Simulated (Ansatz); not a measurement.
## Ga2O3: stress against strain

Ga2O3 (corundum, R-3c, 10.060 Å³/atom and stress up to 0.01 GPa in the relaxed cell, c along z) under an equal strain ε in the (0001) plane with the normal axis free, as in a coherent film. PBE in Ansatz, a plane-wave DFT program (PAW, default set), 420 eV, 8×8×8 Γ-centred mesh, Fermi-Dirac smearing 0.05 eV; ions are relaxed, or left where forces stay under 0.02 eV/Å, within the symmetry of each cell. Stress is positive for a compressed cell.

Here s stands for strain and y for stress xx.

| strain (%) | stress xx (GPa) |
|---|---|
| -1.50 | 6.79 |
| -0.75 | 3.32 |
| 0.00 | 0.01 |
| 0.75 | -3.17 |
| 1.50 | -6.20 |
| 3.00 | ? |

Fit y against s with a straight line, and predict the withheld value at s = 3.00.

Means: s 0, y 0.150. About the means, the sum of products is -24.352 and the sum of squares of s is 5.6250; the slope is their ratio. Least squares gives y = 0.150 - 4.3293·s. Residuals (row less fit): 0.146, -0.077, -0.140, -0.073, 0.144; standard error 0.156 (degrees of freedom: 3). The slope gives the biaxial elastic modulus of this plane = 433 ± 7 GPa (± standard error of the fit, which holds the terms cut off). At the withheld row, y = 0.150 - 4.3293 × 3.00 = -12.838 GPa. The calculation gives -11.82 GPa, 1.018 GPa above the prediction (5.5 % of the range of y in the table). The row lies outside the fitted rows, so this is an extrapolation. From the scatter of the fitted rows alone, a prediction at this place has a standard error of 0.261 GPa, so the miss is 3.9 times that.

A polynomial of degree 2 through the 8 other runs of the series gives -11.81 there, so most of the miss is curvature that the fit leaves out. Ga2O3 is here the metastable α form; monoclinic β is stable. Rows are the converged runs of the series near zero and its far end; series whose fitted rows scatter by over a few per cent of the range, as at a crossing or softening among them, aren't shown in this form, nor equations of state whose B0' disagrees with the runs' pressures. Most that stay on the fit to the last digits aren't either.
